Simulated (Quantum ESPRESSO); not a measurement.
Quantum ESPRESSO is run on CaPd3O4 (Pm-3n, 16 atoms in the cell), and the run fails. The aim is a self-consistent single point with DFT, PBEsol, plane waves, GBRV 1.5 ultrasoft (PBESOL) pseudopotentials.

Cell that was meant: a = 5.7470 Å, b = 5.7470 Å, c = 5.7470 Å, α = 90.00°, β = 90.00°, γ = 90.00°.

Part of the input:

```fortran
  ecutrho = 320,
  occupations = 'smearing',
  smearing = 'cold',
/
&electrons
  conv_thr = 1e-10,
/
```

The program printed (abridged):

```
 %%%%%%%%%%%%%%%%%%%%%%%%%%%%%%%%%%%%%%%%%%%%%%%%%%%%%%%%%%%%%%%%%%%%%%%%%%%%%%
     Error in routine  set_occupations (1):
      smearing requires a value for gaussian broadening (degauss)
 %%%%%%%%%%%%%%%%%%%%%%%%%%%%%%%%%%%%%%%%%%%%%%%%%%%%%%%%%%%%%%%%%%%%%%%%%%%%%%

     stopping ...
```

Q: Read the log: what does the program object to, and what is the fix?

A: The fault is smearing without a width. A smearing function needs a non-zero width. To fix it, give the width. The program stopped before any SCF iteration.

An input that runs soundly differs in these lines (not the only fix; some lines may just follow from the change or write a value another way):
```diff
+  degauss = 0.0036749,
```

With that input, the run converged in 11 iterations: free energy E − TS -21763.8498 eV; Fermi level (on the code's own zero) 13.43 eV; pressure -0.21 GPa (DFT, PBEsol, plane waves, GBRV 1.5 ultrasoft (PBESOL) pseudopotentials).

On the sound input: the starting cell comes from a database of published, mostly measured structures (it also holds non-ambient and calculated ones), without a prior relaxation at this level. Spin polarisation is off. Without a gap this mesh is coarse (it stands for a supercell whose shortest vector is 17 Å).
